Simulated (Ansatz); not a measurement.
Consider Bi2Se3 in the Bi2Te3 type structure (space group R-3m, No. 166; a = 4.081 Å, c = 27.666 Å (hexagonal axes)).

Computed with PBEsol-D3(BJ)/PAW in Ansatz (an electronic-structure program), no spin-orbit coupling.

One change was made to it. Results:

```json
[
 {"quantity": "density", "base": "8.17 g/cm³", "after": "9.23 g/cm³"},
 {"quantity": "shortest interatomic distance", "base": "5.358 bohr", "after": "5.240 bohr"},
 {"quantity": "c/a ratio", "base": "6.778", "after": "6.788"}
]
```

Which change produced these results?
A) pressure −2 GPa
B) pressure 9 GPa
C) pressure 30 GPa
D) pressure 18 GPa

B, pressure 9 GPa. For comparison, the density in the other runs: pressure 30 GPa gives 11.26 g/cm³; pressure 18 GPa gives 10.00 g/cm³; pressure −2 GPa gives 7.77 g/cm³.

A case with no gap was solved on a k-mesh chosen for an insulator, which is coarse for it. From pressure 30 GPa on, the axis ratios lie over 15 % from the base's, so the cell there is far from its starting form. Load acts through the strain it causes; cell and atoms are relaxed under it. No phonon test of stability was made. No other phases were tried under pressure. All final runs are without spin polarisation.
